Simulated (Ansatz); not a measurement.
**Competing hops of interstitial La in amorphous Si27O54 (a melt-quenched model of 81 atoms), charge state +3**

Defect migration in amorphous Si27O54 (a melt-quenched model of 81 atoms): interstitial La, charge state +3. The numbers are results of PBE, PAW (plane waves to 420 eV; Ansatz, an electronic-structure program), not measurements.

81-site cell at the glass model's own volume, the Γ point alone, smearing 0.01 eV, spin-restricted, no finite-size correction. Energies are static. Spin-orbit coupling is left out. This is one neighbourhood of one small, fast-quenched model, and the added charge may sit on a native defect of the glass. The charge state is imposed; whether it is stable for some Fermi level was not computed. Sites that were not tried may lie lower.

Barriers: single points on a 2×2×2 k-point mesh shifted by half a step at the bands' geometries.

| Route | Start site over the lowest site run (eV) | Hop (Å) | Forward barrier (eV) | Backward barrier (eV) | Neighbours at the start | Neighbours at the saddle | Saddle order | Forward, on the band's own sampling (eV) |
|---|---|---|---|---|---|---|---|---|
| several atoms move together, La the farthest | 0.00 | 1.87 | 0.30 | 0.19 | O at 2.19, O at 2.32, O at 2.54, O at 2.58, O at 2.61 Å | O at 2.12, O at 2.35, O at 2.54, O at 2.68 Å | inconclusive | 0.30 |

Paths come from nudged elastic bands with a climbing image.  

The whole set of runs took around 2.2 core-hours (rough).
